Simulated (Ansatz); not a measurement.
Input:

```
CELL_PARAMETERS angstrom
      3.57954     0.00000     0.00000
      0.00000     3.57954     0.00000
      0.00000     0.00000     5.22401
ATOMIC_POSITIONS crystal
  Zr 0.00000 0.00000 0.00000
  Zr 0.50000 0.50000 0.50000
  O  0.00000 0.50000 0.19929
  O  0.00000 0.50000 0.69929
  O  0.50000 0.00000 0.30071
  O  0.50000 0.00000 0.80071
```

No spin polarisation.

Level of theory: PBE (Ansatz, a program for electronic structure, PAW, no spin-orbit coupling), earlier PAW set. k-mesh 9×9×6 (Γ-centred); smearing 0.05 eV (Fermi–Dirac).

Problem. Predict the pressure, band gap and smallest direct gap.

Solution. 
- Pressure (mean of the normal stresses, compression positive) = 6.45 GPa
- Band gap = 4.12 eV
- Smallest direct gap = 4.20 eV

The cells carry an imposed strain or load. Stability against distortions was not tested. The cell was made from ZrO₂ (space group P4_2/nmc, No. 137) by this change: isotropic strain −1.14 %. This is not the structure that ZrO2 has at room temperature and ambient pressure.
